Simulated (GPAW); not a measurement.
# Equation of state of Ga (space group 64): energy against volume (GPAW, PBEsol)

```
CELL_PARAMETERS angstrom
      2.19438    -3.71880     0.00000
      2.19438     3.71880     0.00000
      0.00000     0.00000     4.39847
ATOMIC_POSITIONS crystal
  Ga 0.15490 0.84510 0.91900
  Ga 0.34510 0.65490 0.41900
  Ga 0.65490 0.34510 0.58100
  Ga 0.84510 0.15490 0.08100
```

Method of the run: PBEsol, GPAW PAW datasets PBEsol (made by gpaw-setup) (plane waves; GPAW). Settings: mode = pw; ecut = 585 eV; xc = PBEsol; kpts = 15 15 13; mesh shift (steps) = 0 0 0; occupations.name = fermi-dirac; occupations.width = 0.05 eV; nbands = -8; convergence.density = 1e-05 e/electron; symmetry.symmorphic = false; symmetry.tolerance = 0.0005; maxiter = 150. The cell above is the first row's. The rows scale it uniformly. In all rows fractional positions and the k mesh are held. E is the free energy at the stated smearing, counted from the lowest row.

```
V (Å^3/atom)  E (meV/atom)
------------  ------------
17.947               22.77
18.337               11.25
18.727                3.93
19.117                0.32
19.507                0.00
19.898                2.57
20.288                7.67
20.678               15.02
21.068                   ?
```

Question: Fit E against V with the third-order Birch-Murnaghan form, a cubic in V^(-2/3), and predict the withheld value at V = 21.068.

Answer: With u = V^(-2/3) - 0.139, the rows have u = 0.006883, 0.004807, 0.002804, 0.000869, -0.001002, -0.002816, -0.004567, -0.006262. Least squares gives E = -0.207 + 232.79·u + 437741·u² + 1958029·u³. Residuals (row less fit): -0.002, 0.005, -0.001, -0.007, 0.003, 0.005, -0.004, 0.001; standard error 0.006 (degrees of freedom: 4). Its minimum lies at u = -0.000266, so V0 = (0.138734)^(-3/2) = 19.35. There d²E/du² = 872400 and d³E/du³ = 1.175e7, so B0 = (4/9) × 19.35^(-7/3) × 872400 × 0.160218 = 61.8 GPa (the last factor turns the table's units into GPa), and B0' = 4 + (2/3) × 0.138734 × (1.175e7)/872400 = 5.2. The program's pressures in the fitted runs (not shown) pass through zero at V = 19.35, 0.01 % from this V0. At the withheld row, u = -0.007906, so E = -0.207 + 232.79 × (-0.007906) + 437741 × (-0.007906)² + 1958029 × (-0.007906)³ = 24.346 meV/atom. The calculation gives 24.33 meV/atom, 0.016 meV/atom below the prediction (0.1 % of the range of E in the table). The row lies outside the fitted rows, so this is an extrapolation. From the scatter of the fitted rows alone, a prediction at this place has a standard error of 0.014 meV/atom, so the miss is 1.2 times that.

Carrying the step between the two nearest rows on in a straight line would have given 22.37, off by 1.96; series whose last step already gives the withheld value aren't shown. The scan was laid around a cell of about the measured size, scaled by a guess for this functional; axis ratios and inner coordinates come from that cell. The runs keep the symmetry of the cell, so they don't test it for distortions. The shape of the cell and the inner coordinates aren't relaxed, so V0 and B0 belong to this uniform scaling; a relaxed crystal lies no higher in energy and is usually softer (forces reach 0.16 eV/Å in these rows). Cutoffs and mesh are single choices, not tested for convergence of this quantity. Series with a scatter that would blur these digits, or in which a gap closes, are not shown. Nor are scans whose minimum lies at an end fitted in this form.
